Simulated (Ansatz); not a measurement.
# TeO₂ in the fluorite structure (space group Fm-3m, No. 225; a hypothetical phase, not in the database extracts checked)

TeO₂ has the cubic space group Fm-3m (No. 225), the fluorite structure, Pearson symbol cF12. Cell: a = b = c = 5.335 Å, α = β = γ = 90.00°. Te on 4a is surrounded by 8 O at 2.310 Å (cubic). O on 8c is surrounded by 4 Te at 2.310 Å (tetrahedral). (Neighbours: up to the widest gap in distance over summed covalent radii, below 1.35, at either atom.)
(The calculation used a cell of 3 atoms; values per cell refer to that cell.)

Level of theory: Ansatz (an electronic-structure program) r2SCAN, without spin-orbit coupling. Settings: 11×11×11 k-points, 0.05 eV Fermi–Dirac smearing.

```yaml
volume_per_atom: 12.66 Å³
density: 6.98 g/cm³
band_gap: 1.00 eV, indirect, L → Γ–X (60 % along)
electron_mass: 0.82 mₑ along k, 0.23 mₑ across
hole_mass: 0.84 mₑ along k, 1.2 mₑ across
Lowest conduction-band minima above the VBM: a point along ⟨100⟩, about 0.7 Å⁻¹ from Γ 1.00 eV; a point along ⟨110⟩, about 0.2 Å⁻¹ from Γ 1.99 eV
total_energy: -2709.547 eV/atom (σ→0; compares only within this code and set-up)
```

Spin-orbit coupling, missing from the scalar runs, can matter with Te. Masses are band curvatures over ±0.01 Å⁻¹ around the edge. Along k means along the line from Γ to the band edge. Stability against distortions was not tested.
